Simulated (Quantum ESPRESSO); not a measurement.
Worked example: self-consistent single point of Li (Im-3m, 1 atom in the cell) in Quantum ESPRESSO.

Level of theory: PBE, GBRV 1.5 ultrasoft (PBE) pseudopotentials (plane waves; Quantum ESPRESSO).

The change in words: lattice scaled by 0.98. Reference geometry:
```
Li
1.0
   -1.68096     1.68096     1.68096
    1.68096    -1.68096     1.68096
    1.68096     1.68096    -1.68096
Li
1
Direct
  0.00000   0.00000   0.00000
```

Reference input (self-consistent single point, DFT, PBE, plane waves, GBRV 1.5 ultrasoft (PBE) pseudopotentials): ecutwfc = 40 Ry; ecutrho = 200 Ry; occupations = smearing; smearing = gaussian; degauss = 0.0099958 Ry; potentials = {Li: li_pbe_v1.4.uspp.F.UPF}; K_POINTS = automatic 11 11 11 0 0 0; conv_thr = 1e-10 Ry. This run's input differs from it in these lines:

```diff
@@ -23,5 +23,5 @@
 CELL_PARAMETERS bohr
-  -3.176559696     3.176559696     3.176559696
-   3.176559696    -3.176559696     3.176559696
-   3.176559696     3.176559696    -3.176559696
+  -3.113028993     3.113028993     3.113028993
+   3.113028993    -3.113028993     3.113028993
+   3.113028993     3.113028993    -3.113028993
 ATOMIC_POSITIONS crystal
```

Output, abridged:

```
     Self-consistent Calculation

     iteration #  1     ecut=    40.00 Ry     beta= 0.70

     total energy              =     -14.46741157 Ry
     estimated scf accuracy    <       0.15877880 Ry

     iteration #  2     ecut=    40.00 Ry     beta= 0.70

     total energy              =     -14.46970414 Ry
     estimated scf accuracy    <       0.00761214 Ry

     iteration #  3     ecut=    40.00 Ry     beta= 0.70

     total energy              =     -14.47131024 Ry
     estimated scf accuracy    <       0.00002600 Ry

   [... 3 blocks of this kind left out ...]

     iteration #  7     ecut=    40.00 Ry     beta= 0.70

     total energy              =     -14.47137706 Ry
     estimated scf accuracy    <          9.3E-10 Ry

     iteration #  8     ecut=    40.00 Ry     beta= 0.70
     End of self-consistent calculation

     the Fermi energy is     1.3748 ev

!    total energy              =     -14.47137706 Ry
     estimated scf accuracy    <          5.6E-11 Ry
     smearing contrib. (-TS)   =      -0.00030327 Ry
     internal energy E=F+TS    =     -14.47107379 Ry

     convergence has been achieved in   8 iterations

     Forces acting on atoms (cartesian axes, Ry/au):

     atom    1 type  1   force =     0.00000000    0.00000000    0.00000000

     Total force =     0.000000     Total SCF correction =     0.000000

          total   stress  (Ry/bohr**3)                   (kbar)     P=       21.28
   0.00014463   0.00000000   0.00000000           21.28        0.00        0.00
  -0.00000000   0.00014463   0.00000000           -0.00       21.28        0.00
   0.00000000   0.00000000   0.00014463            0.00        0.00       21.28

   JOB DONE.
```

The run converged in 8 iterations. Against the reference run the free energy rises by 10.7 meV/atom and the pressure goes from 0.98 to 2.13 GPa.

The starting cell comes from a database of computed structures (which also holds hypothetical and non-ambient phases and stackings), without a prior relaxation at this level. Its lattice was rescaled by a random factor within 2.5 % of one. For this run, on top of that: lattice scaled by 0.98.
